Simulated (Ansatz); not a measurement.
# What pressure −2 GPa does to InSb

Take InSb in the zinc blende structure (space group F-43m, No. 216; a = 6.556 Å) as the base.

Now apply this change: hydrostatic tension (pressure −2 GPa).

Calculations: Ansatz (a quantum-chemistry and plane-wave program), r2SCAN, PAW, cutoff 500 eV, scalar-relativistic without spin-orbit coupling. k-mesh 12×12×12 (Γ-centred); smearing 0.05 eV (Fermi–Dirac).

| quantity | base | changed | shift |
|---|---|---|---|
| lattice parameter a | 6.556 Å | 6.672 Å | +0.116 Å |
| shortest interatomic distance | 2.839 Å | 2.889 Å | +0.050 Å |
| band gap | zero | zero | – |

Final structure:

```xyz
2
Lattice="0.0000 3.3359 3.3359 3.3359 0.0000 3.3359 3.3359 3.3359 0.0000" Properties=species:S:1:pos:R:3 pbc="T T T"
Sb     5.0038     5.0038     5.0038
In     0.0000     0.0000     0.0000
```

With Sb present, leaving out spin-orbit coupling can change the band edges. Load acts through the strain it causes; cell and atoms are relaxed under it. Whether these cells are dynamically stable was not tested. The final runs are not spin-polarised. Gaps under 0.05 eV, about the width of the smearing, are given as zero. A zero or small gap of InSb can be the functional's error rather than a property of the material.
